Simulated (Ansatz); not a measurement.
For WSi2 (model structure, started from the fluorite type, Fm-3m, No. 225, 3 atoms in the cell), PBE (Ansatz, an electronic-structure program, plane waves, PAW) gives:

| Property | Result |
|---|---|
| equilibrium lattice constant a | 5.894 Å |
| formation enthalpy | 0.523 eV/atom |

### Question
What does PBE-D3(BJ) (PAW; Ansatz) give for the same quantities?

### Answer

- lattice constant a: 5.830 Å (decreases by 1.1 %)
- formation enthalpy: 0.500 eV/atom (decreases by 0.023 eV/atom)

Changes are worked out from the printed values.

Unless a cell is named, each level is at its own relaxed cell (PBE 17.06, PBE-D3(BJ) 16.51 Å³/atom).

Levels without +SOC leave out spin–orbit coupling, which shifts energies and cells of such heavy elements.

Ansatz's density-functional and Hartree–Fock values are scalar-relativistic unless marked +SOC, with PAW data made under PBE.

A model structure was made by putting elements into a prototype or built by hand; it is no filed structure, need not be a known phase, and can be a saddle point held by its symmetry.
